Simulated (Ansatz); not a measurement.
## What biaxial strain +2.70 %, plane normal [001], relaxed out of plane does to SnO

The reference is SnO in the litharge type structure (space group P4/nmm, No. 129; a = 3.8371 Å, c = 4.7586 Å; layered, stacked along the Cartesian z axis). Axes: x, y, z lie along a, b, c of the conventional cell.

The change: biaxial strain +2.70 %, plane normal [001], relaxed out of plane (Cartesian); in-plane vectors clamped, the third vector and the atoms free.

Computed with Ansatz (a first-principles code), PBE-D3(BJ), PAW, cutoff 420 eV, without spin-orbit coupling. k-mesh 12×12×10 (Γ-centred); smearing 0.05 eV (Fermi–Dirac).

| quantity | base | changed | shift |
|---|---|---|---|
| volume per atom | 17.52 Å³ | 18.11 Å³ | +0.596 Å³ |
| space group | P4/nmm (No. 129) | P4/nmm (No. 129) | – |
| shortest interatomic distance | 2.241 Å | 2.267 Å | +0.026 Å |
| pressure (mean of the normal stresses, compression positive) | 0.0 GPa | -2.7 GPa | -2.7 GPa |
| band gap | zero | 0.40 eV | – |
| gap character | absent | indirect, M–Γ (80 % along) → M | – |
| out-of-plane strain (rough) | – | -1.96 % | – |
| mean in-plane stress (compression positive) (rough) | – | -4.0 GPa | – |

Final structure (turned so that z lies along the plane normal):

```xyz
4
Lattice="3.9407 0.0000 0.0000 0.0000 3.9407 0.0000 0.0000 0.0000 4.6653" Properties=species:S:1:pos:R:3 pbc="T T T"
Sn     1.9703     0.0000     1.1220
Sn     0.0000     1.9703     3.5432
O      0.0000     0.0000     0.0000
O      1.9703     1.9703     0.0000
```

Cost of the whole job for the changed cell (relaxation, final SCF and bands): around 2.3 core-minutes (rough).

Without a gap, meshes like the base's 12×12×10 leave anisotropic stresses uncertain by several tenths of a GPa, and small strain energies with them. Whether these cells are dynamically stable was not tested. All final runs are without spin polarisation. A zero or small gap of SnO can be the functional's error rather than a property of the material.
